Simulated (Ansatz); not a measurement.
The starting structures come from a database of crystals and need not be the phases stable at ambient conditions.

By PBEsol, the system below comes out a metal.

Here is the system:

```
Be2Re
1.0
    4.36168     0.00000     0.00000
    0.00000     7.12271     0.00000
    2.18084     0.00000     3.77733
Be Re
8 4
Direct
  0.00000   0.00000   0.00000
  0.00000   0.50000   0.00000
  0.33793   0.75000   0.83103
  0.66207   0.25000   0.16897
  0.16897   0.25000   0.16897
  0.83103   0.75000   0.83103
  0.83103   0.75000   0.33793
  0.16897   0.25000   0.66207
  0.33333   0.93882   0.33333
  0.66667   0.06118   0.66667
  0.66667   0.43882   0.66667
  0.33333   0.56118   0.33333
```

Space group of this cell: P6_3/mmc. The cell is taken as given; by PBEsol its mean pressure is -3.3 GPa.

The current flows along the normal of the first two printed cell vectors, the (100) plane of the conventional cell. No spin-orbit coupling; the value is a mean over 0.1 eV about the Fermi level.

**Question.** Predict the ballistic conductance per area from PBEsol (Ansatz, an electronic-structure program).

**Answer.** 0.70 × 10¹⁵ S/m² for both spins.
